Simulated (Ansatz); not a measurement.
Effect of C → Pd on C

Consider C in the diamond structure (space group Fd-3m, No. 227; a = 3.554 Å).

It is then changed as follows: full substitution C → Pd, then cell and atoms are relaxed.

Computed with Kohn–Sham DFT with the PBEsol functional, run in Ansatz (a program for electronic structure) with PAW and 420 eV plane waves, no spin-orbit coupling. k-mesh 14×14×14 (Γ-centred); smearing 0.05 eV (Fermi–Dirac), for the changed cell.

The volume per atom rises by 17.36 Å³ (5.61 Å³ → 22.97 Å³) and the density goes up by 4.14 g/cm³ (3.55 g/cm³ → 7.69 g/cm³). The lattice parameter a rises by 2.131 Å to 5.685 Å and the space group stays Fd-3m (No. 227). The shortest interatomic distance grows by 0.923 Å (1.539 Å → 2.462 Å) and the band gap becomes zero (base: 4.03 eV).

Final structure:

```
CELL_PARAMETERS angstrom
      0.00000     2.84264     2.84264
      2.84264     0.00000     2.84264
      2.84264     2.84264     0.00000
ATOMIC_POSITIONS crystal
  Pd 0.00000 0.00000 0.00000
  Pd 0.25000 0.25000 0.25000
```

Cost of the whole job for the changed cell (relaxation, final SCF and bands): about 50 core-seconds (a rough figure).

Whether these cells are dynamically stable was not tested. As relaxed here, Pd is a hypothetical phase, not in the database extracts checked. All final runs are without spin polarisation. Pd lies near a magnetic instability that expansion can trigger; it was not tested. Pd has a high density of states at the Fermi level and may be magnetic at this level.
